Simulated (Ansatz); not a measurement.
Output of an Ansatz run (abridged):

```
WARN ansatz: RAYON_NUM_THREADS=1 ignored (pool sized by the plan → 1); use --threads N
basis.fft_grid_basis auto: the FFT boxes are laid along the combinations [[1, 0, 1], [0, 1, 1], [0, 0, 1]] of the cell's own vectors, 3.256, 3.256 and 5.564 Å …
Pseudopotentials: kind: paw
Pseudopotential: Mg, paw, valence charge 10
Pseudopotential: Pd, paw, valence charge 18
Crystal: 3 atoms, lattice volume = 53.708 Å³
Basis set: ecut = 420 eV, 1037 PW (Γ), FFT grids on a1+a3, a2+a3, a3, exchange–correlation on 48×48×80 points (8 copies of the dense FFT grid, shifted against one another)
Bands: 23, of which v1, the nominal top of the filled ones, is band 19 counted from 1 (18 counted from 0)
Symmetry: 8 space group operations
Space group: I4mm (ITA 107), of the structure as read, at distance tolerance 3.8e-5 Å
k-points: 102 of 1000 (time reversal used)
PAW frozen core: Mg, regenerated for the run's functional, and the local potential with it
PAW frozen core: Pd, regenerated for the run's functional, and the local potential with it
Initial density: superposition of atomic densities (neutral atoms: chi_scale 0, normalization atom), corrected by the library's trained network
Initial wavefunctions: pseudopotential atomic-orbital guess
Eigensolver: davidson
Functional: x = pbesol(κ = 0.804, μ = 0.12345679012345678), c = pbesol(β = 0.046)
SCF iter   1: F=—  HF=-10732.246971 eV  |F-HF|=—  |Δ(HF+E_count)|=         —  Δρ=4.94e-3  dr2=1.07e-2  ethr=1.77e-3  ⟨swp⟩=5.0  Hψ=9460  notcnv=0
all-band conjugate gradients solve this SCF's bands
preconditioner: auto → Kerker (q_TF=auto, 2.575 Å⁻¹)
SCF iter   2: F=—  HF=-10732.244781 eV  |F-HF|=—  |Δ(HF+E_count)|=   2.19e-3  Δρ=1.61e-3  dr2=1.79e-3  ethr=2.81e-5  ⟨swp⟩=2.9  Hψ=5148  notcnv=0
SCF iter   3: F=—  HF=-10732.244478 eV  |F-HF|=—  |Δ(HF+E_count)|=   3.03e-4  Δρ=8.56e-4  dr2=5.94e-4  ethr=4.71e-6  ⟨swp⟩=1.0  Hψ=2380  notcnv=0
SCF iter   4: F=—  HF=-10732.244338 eV  |F-HF|=—  |Δ(HF+E_count)|=   1.41e-4  Δρ=2.77e-4  dr2=1.21e-4  ethr=1.56e-6  ⟨swp⟩=1.2  Hψ=2367  notcnv=0
SCF iter   5: F=—  HF=-10732.244304 eV  |F-HF|=—  |Δ(HF+E_count)|=   3.38e-5  Δρ=7.18e-5  dr2=2.15e-6  ethr=3.18e-7  ⟨swp⟩=2.0  Hψ=2711  notcnv=0
SCF iter   6: F=—  HF=-10732.244300 eV  |F-HF|=—  |Δ(HF+E_count)|=   3.70e-6  Δρ=9.52e-6  dr2=5.39e-8  ethr=2.63e-10  ⟨swp⟩=3.8  Hψ=10501  notcnv=0
SCF iter   7: F=-10732.244300 eV  HF=-10732.244300 eV  |F-HF|=2.97e-9  |Δ(HF+E_count)|=   2.59e-9  Δρ=2.43e-6  dr2=4.16e-9  ethr=1.42e-10  ⟨swp⟩=2.3  Hψ=7454  notcnv=0
SCF 1 converged in 7 iterations: F = -10732.244300 eV  dr2 = 4.16e-9
SCF converged after 7 iterations
Free energy (F): -10732.244300 eV
Harris-Foulkes:  -10732.244300 eV  (|F-HF|=2.97e-9)
Internal energy: -10732.208810 eV  (E = F + TS)
E sigma→0 (E₀):  -10732.226555 eV
Entropy (-TS):   -0.035491 eV (-11.830 meV/atom)
Fermi energy:    10.281807 eV
--- Per-component energies (eV) ---
  E_band       = -923.398621
  E_kinetic    = 666.594025
  E_local      = -5531.624248  (includes V_loc(G=0)·N_el)
  E_nonlocal   = 411.147728
  E_hartree    = 2099.878451
  E_xc         = -225.489290
  E_vxc        = -286.143919  (∫ρ·V_xc dr)
  E_paw        = -4247.253494  (= ΣΔE_a)
  E_vpaw       = -383.126101  (= ΣTr[D̂ρ^β])
  E_aug_tail   = 0.000187  (compensation charges beyond the density's cutoff)
  E_ewald      = -3905.882418
  E_core_change = 0.420249  (= ΣΔE_core)
  E_smearing   = -0.035491  (= −TS)
  E_closure    = 0.000000  (closes the sum)
  Σ components = -10732.244300   (vs F -10732.244300, Δ=0.00e0)
--- Forces (eV/Å), atoms counted from 1 ---
  atom   1  Mg     0.00000000     0.00000000    -0.35390836
  atom   2  Mg    -0.00000000    -0.00000000     0.27733895
  atom   3  Pd    -0.00000000    -0.00000000     0.07655824
  max |Σ_I F_I| component: 1.12e-5 eV/Å
--- Stress (GPa, compression-positive) ---
       -1.884651       0.000000       0.000000
        0.000000      -1.884651      -0.000000
        0.000000      -0.000000      -2.148763
  P = ⅓ Tr σ = -1.9727 GPa (-19.727 kbar)
  The stress holds the Pulay correction. Without it, at fixed plane waves, as pw.x and ABINIT print it: P = -1.9865 GPa
--- Band table (eV; the first three rows and the last of 102) ---
  k-point 0: bands = ["-73.9842", "-64.7787", "-64.7381", "-39.7476", "-39.7285", "-39.7285", "-31.7394", "-31.7115", "-31.7115", "-31.6871", "-31.6689", "-31.6689", "2.9677", "6.2432", "6.6497", "7.8585", "7.8585", "8.2401", "9.1823", "10.6297", [...]
  k-point 1: bands = ["-73.9839", "-64.7786", "-64.7379", "-39.7471", "-39.7314", "-39.7314", "-31.7387", "-31.7130", "-31.7128", "-31.6871", "-31.6702", "-31.6700", "3.2715", "6.4280", "6.7649", "7.5606", "7.7451", "8.0896", "9.7626", "10.7302", [...]
  k-point 2: bands = ["-73.9831", "-64.7781", "-64.7376", "-39.7457", "-39.7390", "-39.7389", "-31.7368", "-31.7166", "-31.7161", "-31.6876", "-31.6732", "-31.6730", "4.1474", "6.8698", "7.1127", "7.2005", "7.4536", "7.7192", "10.9033", "11.1113", [...]
  k-point 101: bands = ["-73.9842", "-64.7786", "-64.7381", "-39.7475", "-39.7286", "-39.7286", "-31.7322", "-31.7117", "-31.7117", "-31.6945", "-31.6686", "-31.6686", "4.2084", "4.6871", "6.6306", "7.2982", "7.8888", "7.8888", "8.2416", "15.6031", [...]
```

The structure:

```xyz
3
Lattice="-1.6281 1.6281 5.0653 1.6281 -1.6281 5.0653 1.6281 1.6281 -5.0653" Properties=species:S:1:pos:R:3 pbc="T T T"
Mg     0.0000     0.0000     6.6068
Mg     0.0000     0.0000     3.5739
Pd     0.0000     0.0000     0.0000
```

Question: What input produced this log?

Answer: Other spellings and defaults could give the same log, and not every line can be read from it. The input that was run (DFT, PBEsol, plane waves, default PAW files made with PBE):

Ansatz 0.2 input:
```yaml
# Mg2Pd
crystal:
  lattice:
    - [-1.628125, 1.628125, 5.065316]
    - [1.628125, -1.628125, 5.065316]
    - [1.628125, 1.628125, -5.065316]
  atoms:
    - { symbol: Mg, position: [0.652156, 0.652156, 0.000000] }
    - { symbol: Mg, position: [0.352780, 0.352780, 0.000000] }
    - { symbol: Pd, position: [0.000000, 0.000000, 0.000000] }
basis:
  ecutwfc: 420.0 eV
kpoints:
  mp_grid: { grid: [10, 10, 10] }
hamiltonian:
  xc: pbesol
  pseudopotentials: { kind: paw }
scf:
  occupations: { method: fermi_dirac, width: 0.1 eV }
output:
  forces: true
  eigenvalues: true
  stress: true
```

The starting cell comes from a database of computed structures (which also holds hypothetical and non-ambient phases and stackings), without a prior relaxation at this level. Its lattice was rescaled by up to half a per cent. One atom was moved a little off its site on purpose. Spin polarisation is off. Ansatz's pressure includes its estimate of the finite-basis (Pulay) stress.

Ansatz is a first-principles code.
